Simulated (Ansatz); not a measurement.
# Defect calculation: Ge vacancy + P on the Ge site + P on the Ge site in germanium

The numbers are results of PBE, PAW (plane waves to 420 eV; Ansatz, a program for electronic structure), not measurements. A supercell of 64 sites (2×2×2 repeats of a cell of 8 atoms) was used; the energies come from a 2×2×2 shifted sampling of its zone. Sites at the start: the Ge site; Ge 2.49 Å away; Ge 2.49 Å away. A cell of this size leaves errors of a few tenths of an eV. PBE closes or nearly closes this host's gap, so even the neutral cell can hold carriers in host bands. Spin–orbit coupling is left out. Each state is the lowest found from its start.

Formation energies E_f are those of the neutral cell. Chemical conditions: host crystal and elements as references (Δμ(Ge) = 0.00 eV, Δμ(P) = 0.00 eV; P taken from its element, since no compound that bounds it was computed at this level; only phases computed here count, gases as isolated molecules at 0 K). Reference phases: Ge: germanium, P: black phosphorus.

The name describes the start; the neighbours show where the atoms ended.

| charge | moment (μB) | point group | largest move off a lattice site (Å) | neighbours of the last P atom of the defect at the end (Å) | E_f, host crystal and elements as references (eV) | above the lowest spin state (eV) |
|---|---|---|---|---|---|---|
| 0 | not spin-polarised | C2v | 0.42 | Ge 2.41, Ge 2.42, Ge 2.42 | 1.56 | 0.00 |
| 0 | 0.0 | C2v | 0.42 | Ge 2.41, Ge 2.42, Ge 2.42 | 1.56 | 0.00 |

Point groups are those of the whole cell at tolerances of 0.03 and 0.1 Å ("near" where only the looser one holds); none is given for unsettled states.

Starting moments that weren't kept: charge 0 began with 2 μB and ended with 0.0.

All states together cost very roughly 2.1 core-hours.
